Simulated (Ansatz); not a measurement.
The reference is TiSi$_{2}$ (space group Cmcm, No. 63; a = 3.546 Å, b = 13.563 Å, c = 3.580 Å). Axes: x, y, z lie along a, b, c of the conventional cell.

All numbers come from DFT with PBE, PAW potentials and a 420 eV plane-wave cutoff in Ansatz (a program for electronic structure), no SOC.

Base values:

The pressure is 0.0 GPa. The volume per atom is 14.35 Å³.

Now apply this change: biaxial strain +4.80 %, plane normal [001], relaxed out of plane (Cartesian); in-plane vectors clamped, the third vector and the atoms free.

Problem. Estimate the effect on the pressure.

Solution. The pressure (mean of the normal stresses, compression positive) goes from zero to -6.5 GPa.

Problem. What does the calculation give for the volume per atom after the change?

Solution. The volume per atom grows by 1.03 Å³, from 14.35 Å³ to 15.38 Å³.

Stability against distortions was not tested. All final runs are without spin polarisation.
